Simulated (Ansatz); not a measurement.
The starting structures come from a database of crystals and need not be the phases stable at ambient conditions.

 Where the default PAW files enter, the runs use the earlier of Ansatz's two default sets.

Here is the system:

```yaml
crystal:
  lattice:
    - [2.93479, 0.00000, 0.00000]
    - [0.00000, 2.93479, 0.00000]
    - [1.46740, -1.46740, 2.07521]
  atoms:
    - { symbol: Al, position: [0.50000, 0.50000, 0.00000] }
    - { symbol: N, position: [0.00000, 0.00000, 0.00000] }
```

Space group of this cell: Fm-3m, rock salt. The cell is strained (all lengths scaled by 1.02); by r2SCAN its mean pressure is -19.6 GPa.

Transport runs along the normal of the first two printed cell vectors, the (001) plane of the conventional cell.

The gap is the functional's own. No spin-orbit coupling. Mid-gap values are interpolated on the energy grid.

Problem. Compute, with r2SCAN in Ansatz (an electronic-structure program), the band gap and the smallest decay constant κ at mid-gap.

Solution. Gap 4.71 eV on a 14×14×14 mesh; κ = 0.316 1/Å, at the zone centre.
